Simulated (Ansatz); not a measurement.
Start from HfS2 in the CdI2 type structure (space group P-3m1, No. 164; a = 3.547 Å, c = 5.577 Å; layered, stacked along the Cartesian z axis). Axes: x lies along a and z along c of the hexagonal cell.

Computed with PBEsol-D3(BJ) in Ansatz (plane waves to 420 eV, PAW, without spin-orbit coupling).

Strains are applied to the cell and any free atomic positions relax.

One change was made to it. Results:

```tsv
quantity	base	after
valence-band top at Γ (three highest levels, from the VBM)	0.00, -0.29, -0.29 eV	0.00, -0.29, -0.43 eV
pressure (mean of the normal stresses, compression positive)	0.01 GPa	-1.51 GPa
```

Which change produced these results?
(A) uniaxial strain ε_xx = +2.50 %
(B) uniaxial strain ε_xx = +1.00 %
(C) uniaxial strain ε_xx = +3.00 %
(D) uniaxial strain ε_xx = +1.50 %
(E) uniaxial strain ε_xx = +0.50 %

A, uniaxial strain ε_xx = +2.50 %. For comparison, the valence-band top at Γ in the other runs: uniaxial strain ε_xx = +3.00 % gives 0.00, -0.29, -0.46 eV; uniaxial strain ε_xx = +1.50 % gives 0.00, -0.29, -0.38 eV; uniaxial strain ε_xx = +0.50 % gives 0.00, -0.29, -0.32 eV; uniaxial strain ε_xx = +1.00 % gives 0.00, -0.29, -0.35 eV.

With Hf present, leaving out spin-orbit coupling can change the band edges. The levels and masses belong to the bands next to the band gap. No phonon test of stability was made.

Ansatz is an electronic-structure program.
